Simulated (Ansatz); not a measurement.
Functionals compared on the 1x1 (100) surface of fcc Pt (the real clean face reconstructs), in Ansatz (plane waves, PAW). The structure was relaxed with PBE; the other rows are single points on it. Cutoff 420 eV (500 eV for r2SCAN).

Model: 16-atom slab, 5.8 Å thick at the start (thin: gaps and levels are the slab's own), 5x5x1 mesh, Fermi-Dirac 0.1 eV, dipole correction, 8 atoms held, the rest relaxed; symmetry of the start imposed; no spin, no spin-orbit, no U. These notes are the PBE run's.

```tsv
functional	work function of the top face (eV)	rough cost of the single point
PBE	5.63	–
RPBE	(withheld)	around 110 core-seconds (rough)
r2SCAN	5.71	around 5 core-minutes (rough)
```

Question: Complete the blanks.

Answer: 
- RPBE, work function of the top face (eV): 5.47

Ansatz is an electronic-structure program.
